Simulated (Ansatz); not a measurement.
Levels about the gap of amorphous Si₂₄O₄₈H₂ (74 atoms in a cell of 1163 Å³, 2.06 g/cm³; zone centre alone, so wide bands show as single levels with stretches between that a denser mesh fills), at the geometry that PBE relaxed, where it gives 0.0 GPa on a denser mesh. The participation number counts the atoms over which a state spreads; weights are charges in smoothed Voronoi cells. The levels come from a single point, so bond lengths are those of that geometry. Method of the levels: r2SCAN, scalar-relativistic without spin-orbit coupling (Ansatz, a first-principles code). Sampling: the zone centre alone; Fermi-Dirac width 0.01 eV; collinear spin, started from moments on atoms (the moments died out). The usual formal charges leave 2 electrons over, so the level spacing at the Fermi energy parts defect or band states and needn't be the band gap. At PBE the levels at the filled edge of the gap are localised (band-tail or defect states), and the nearest spread-out levels lie 5.4 eV apart at the zone centre.

The cell was made by melting and quenching with the CHGNet potential and then relaxed with DFT. O atoms were pushed apart under 1.9 Å during the dynamics, to hinder bonds among them. The hot cell started wider than the set density and was brought back towards it in steps. It is the lowest in DFT energy of 2 quenches. It is a model cell: composition and starting density were chosen by hand, and all elements were melted together. No dispersion term was used. Its density started from a set value of 2.01 and ended at 2.06 g/cm³. The simulated quench (nominally 780 K/ps over its main leg) is rapid and tends to freeze in more defects than a deposited or slowly cooled glass has. One small periodic cell is one sample of the glass; other quenches scatter about these values. The volume was free in the relaxation, at fixed shape. Stress components on the final sampling reach 1.1 GPa.

```tsv
E - E(highest filled), eV	filling	spin	participation number	largest on	weight O	weight Si	weight H
-1.90	filled	dn	18.2	O, 2 neighbours	0.96	0.04	0.00
-1.67	filled	dn	3.1	O, 2 neighbours	0.91	0.03	0.06
-1.67	filled	up	3.1	O, 2 neighbours	0.91	0.03	0.06
-1.45	filled	dn	3.7	O, 2 neighbours	0.97	0.03	0.00
-1.45	filled	up	3.7	O, 2 neighbours	0.97	0.03	0.00
0.00	filled	up	2.0	Si, 2 neighbours	0.29	0.71	0.00
0.00	filled	dn	2.0	Si, 2 neighbours	0.29	0.71	0.00
4.05	empty	dn	2.3	Si, 2 neighbours	0.31	0.68	0.01
4.05	empty	up	2.3	Si, 2 neighbours	0.31	0.68	0.01
4.23	empty	dn	66.1	O, 2 neighbours	0.69	0.27	0.03
4.23	empty	up	66.1	O, 2 neighbours	0.69	0.27	0.03
5.66	empty	up	24.4	Si, 4 neighbours	0.58	0.38	0.04
5.66	empty	dn	24.4	Si, 4 neighbours	0.58	0.38	0.04
5.78	empty	dn	37.8	O, 2 neighbours	0.66	0.30	0.03
```

Most localised among these is the filled level at -0.00 eV, on a Si atom, which has 2 neighbours (O 1.68 Å, O 1.69 Å).
